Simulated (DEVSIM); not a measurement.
System: TaN/SiON/n-Ge capacitor, at 300 K.

Layer 1 from the left is SiON, thickness (nm) 2.90. Layer 2 from the left is Ge, thickness (nm) 3200, Nd (cm⁻³) 3.5e16.

Metal gate on the left, work function 4.4 eV. Fixed charge at the semiconductor interface 2.4e10 cm⁻² (in units of +e); no interface traps.

The device is made up for the run: typed textbook-type constants, with dimensions and the other settings drawn at random. Values at 300 K.

SiON: gap (eV) 7, affinity (eV) 1.4, permittivity 5.5. Ge: gap (eV) 0.664, affinity (eV) 4, permittivity 16, Nc (cm⁻³) 1.04e19, Nv (cm⁻³) 6e18.

Estimate by hand the flat-band voltage, the threshold voltage, and compare with a numerical solution.


- Flat-band voltage: C = 1.68 μF/cm², work-function difference 0.253 V; VFB = φms − qNf/C = 0.25 V; numerical 0.25 V.
- Threshold voltage: φF = 0.192 V, depletion charge √(4εqNφF) = 7.81e-8 C/cm²; VT = VFB − 2φF − Qd/C = -0.18 V; numerical -0.18 V.

Simulated with DEVSIM: 1D Poisson equation in equilibrium, Boltzmann statistics, complete ionisation; no quantum confinement or tunnelling. Metal contacts follow the ideal Schottky-Mott rule: no Fermi-level pinning, no interface dipoles.
